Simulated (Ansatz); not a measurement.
# Hypothetical P6_3/mmc SnS2: isotropic strain −1.43 %

Consider SnS2 in the 2H-MoS2 type structure (space group P6_3/mmc, No. 194; a = 3.5888 Å, c = 11.8890 Å; a hypothetical phase, not in the database extracts checked; layered, stacked along the Cartesian z axis).

One thing is altered: an isotropic linear strain of −1.43 %, atoms relaxed at fixed cell.

Level of theory: DFT with PBE-D3(BJ), PAW potentials and a 420 eV plane-wave cutoff in Ansatz (a program for electronic structure), scalar-relativistic without spin-orbit coupling, earlier PAW set. Γ-centred 15×15×4 mesh, Fermi–Dirac width 0.05 eV.

| quantity | base | changed | shift |
|---|---|---|---|
| volume per atom | 22.10 Å³ | 21.17 Å³ | -0.93 Å³ |
| shortest interatomic distance | 4.962 bohr | 4.922 bohr | -0.040 bohr |
| energy relative to the base (free energy F) | 0 meV/atom | +6.8 meV/atom | +6.8 meV/atom |
| pressure (mean of the normal stresses, compression positive) | 0.0 GPa | 2.4 GPa | +2.4 GPa |
| band gap | zero | zero | – |

Stability against distortions was not tested. The final runs are not spin-polarised. The zero or small gap of SnS2 can change with the level of theory.
